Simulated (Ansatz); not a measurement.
# Habitual settings against a tight run: MnZn3 (P6_3/mmc, 8 atoms in the cell)

Self-consistent single point.

```
MnZn3
1.0
    5.41791     0.00000     0.00000
   -2.70896     4.69205     0.00000
    0.00000     0.00000     4.30710
Mn Zn
2 6
Direct
  0.33333   0.66667   0.75000
  0.66667   0.33333   0.25000
  0.16839   0.33677   0.25000
  0.83161   0.66323   0.75000
  0.83161   0.16839   0.75000
  0.16839   0.83161   0.25000
  0.66323   0.83161   0.25000
  0.33677   0.16839   0.75000
```
Moments meant for the start (each program seeds them in its own way; μB, in the order of the atoms Mn Mn Zn Zn Zn Zn Zn Zn): 4.0 4.0 0.0 0.0 0.0 0.0 0.0 0.0.

Method of the run: PBEsol, harder PAW files (source: ansatz) made with PBE (plane waves; Ansatz, a program for electronic structure).

Base settings: basis.ecutwfc = 720 eV; kpoints.mp_grid.grid = 5 5 6; hamiltonian.xc = pbesol; hamiltonian.pseudopotentials = {kind: paw, source: ansatz}; magnetization.spin_polarized = true; scf.occupations.method = cold; scf.occupations.width = 0.136 eV.

Tight run (finer mesh or higher cutoff; not a proven limit): basis.ecutwfc: 720 eV → 1010 eV; kpoints.mp_grid.grid: 5 5 6 → 7 7 9; scf.convergence.dr2_threshold: default (1e-07 eV) → 1e-09 eV. It gave Fermi level (on the code's own zero) 15.66 eV; pressure -3.53 GPa; largest force (vector length) 0.006 eV/Å; size of the cell's spin moment 6.15 μB.

Quick runs, as changes from the base:
- A: the base itself
- B: basis.ecutwfc: 720 eV → 360 eV; kpoints.mp_grid.grid: 5 5 6 → 2 2 2; scf.occupations.method: cold → fermi_dirac; scf.occupations.width: 0.136 eV → 0.272 eV

Energies are extrapolated to zero smearing width, which holds to low order in the width alone.

The count of work is k-points × plane waves × bands × iterations; it is no time. 

Pressures in the table are Ansatz's without its Pulay estimate, at a fixed set of plane waves; the tight run's value above holds the estimate.

The starting cell comes from a database of computed structures (which also holds hypothetical and non-ambient phases and stackings), without a prior relaxation at this level. Its lattice was rescaled by a random factor within 2.5 % of one. The magnetic order is the one reached from the typed start; others were not searched systematically. In the base run, with a pressure of about -4 GPa the cell is away from its equilibrium volume at this level.

| run | energy less tight (meV/atom) | pressure less tight (GPa) | largest miss in a force vector (eV/Å) | size of the net moment less tight (μB/atom) | count of work / tight |
|---|---|---|---|---|---|
| A | 1.5 | -0.53 | 0.012 | -0.04 | 0.30 |
| B | 4463.3 | -322.22 | 0.116 | 0.02 | 0.017 |

Among the runs at the tight run's level, the energy misses run from 1.5 to 4463.3 meV/atom.

Left out of this page: 4 runs of the series outside the window shown, repeating another row's setting, or not comparable.

Keys are those of Ansatz 0.2.
